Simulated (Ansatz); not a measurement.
## Short convergence ladders for Hf2CoP (Pm, 8 atoms in the cell)

```
Hf2CoP
1.0
    5.12723     0.00000     0.00000
    0.00000     3.54677     0.00000
   -2.42338     0.00000     6.90814
Hf Co P
4 2 2
Direct
  0.77582   0.25000   0.57076
  0.22760   0.75000   0.43648
  0.29612   0.25000   0.08172
  0.70388   0.75000   0.91828
  0.35977   0.25000   0.71069
  0.64023   0.75000   0.28931
  0.86171   0.25000   0.21106
  0.13829   0.75000   0.78894
```

Base method: PBEsol, default PAW files made with PBE (plane waves; Ansatz, an electronic-structure program).

Base settings: basis.ecutwfc = 30.9 Ry; kpoints.mp_grid.grid = 5 7 3; hamiltonian.xc = pbesol; hamiltonian.pseudopotentials = {kind: paw} (the program's default PAW files); scf.occupations.method = gaussian; scf.occupations.width = 0.0073 Ry.

The count of work is k-points × plane waves × bands × iterations; it is no time. Core times come from one kind of shared machine, to one figure; runs under 30 s give none.

**Shifted k-point meshes**

In this ladder: kpoints.mp_grid.shift = 0.5 0.5 0.5.

Only quantities that move along the ladder and can be compared are tabulated.

| kpoints.mp_grid.grid | free energy less the last step's (meV/atom) | pressure (GPa) | largest difference of a force vector from the last step's (eV/Å) | count of work / last |
|---|---|---|---|---|
| 1 2 1 | 16.09 | -0.09 | 1.171 | 0.0062 |
| 2 2 1 | 21.03 | 0.14 | 0.718 | 0.0062 |
| 2 3 2 | -22.98 | -0.03 | 0.239 | 0.025 |
| 3 4 2 | -11.92 | -0.01 | 0.132 | 0.037 |
| 9 12 6 | 0.00 | 0.19 | 0.000 | 1.0 |

Coarsest kpoints.mp_grid.grid that holds the forces within 0.02 eV/Å: not settled: the last two steps still differ by 0.13 eV/Å, over half the tolerance, so the ladder does not show it.

Coarsest kpoints.mp_grid.grid that holds the pressure within 0.1 GPa: not settled: the last two steps still differ by 0.20 GPa, over half the tolerance, so the ladder does not show it.

Coarsest kpoints.mp_grid.grid that holds the free energy within 5 meV/atom: not settled: the last two steps still differ by 12 meV/atom, over half the tolerance, so the ladder does not show it.

**The k-point mesh at a smearing width of 0.05 eV**

In this ladder: scf.occupations.width = 0.0037 Ry.

The second cell is the first with its lattice scaled by 0.98.

Only quantities that move along the ladder and can be compared are tabulated.

| kpoints.mp_grid.grid | free energy less the last step's (meV/atom) | energy of the compressed cell less the first (meV/atom) | pressure (GPa) | largest difference of a force vector from the last step's (eV/Å) | count of work / last | core time / last (rough) |
|---|---|---|---|---|---|---|
| 3 3 2 | 44.39 | 40.96 | 0.97 | 0.124 | 0.11 | – |
| 4 5 3 | -3.71 | 35.44 | 0.11 | 0.096 | 0.26 | 0.3 |
| 5 7 4 | 0.94 | 36.28 | 0.27 | 0.057 | 0.55 | 0.6 |
| 6 8 5 | 0.00 | 35.73 | 0.18 | 0.000 | 1.0 | 1 |

Coarsest kpoints.mp_grid.grid that holds the pressure within 0.5 GPa of the last step, with all finer ones: 4 5 3, at 0.26 of the last step's count of work and about 0.3 of the last step's time; the step before is off by 0.80 GPa.

Coarsest kpoints.mp_grid.grid that holds the free energy within 5 meV/atom of the last step, with all finer ones: 4 5 3, at 0.26 of the last step's count of work and about 0.3 of the last step's time; the step before is off by 44 meV/atom.

Coarsest kpoints.mp_grid.grid that holds the energy of the compressed cell less the first within 2 meV/atom of the last step, with all finer ones: 4 5 3, at 0.26 of the last step's count of work and about 0.3 of the last step's time; the step before is off by 5.2 meV/atom.

On the base run: the starting cell comes from a database of computed structures (which also holds hypothetical and non-ambient phases and stackings), without a prior relaxation at this level. Its lattice was rescaled by up to half a per cent. One atom was moved a little off its site on purpose. Spin polarisation is off, so a magnetic state, if there is one, cannot be reached. Ansatz's pressure includes its estimate of the finite-basis (Pulay) stress.

Keys are those of Ansatz 0.2.
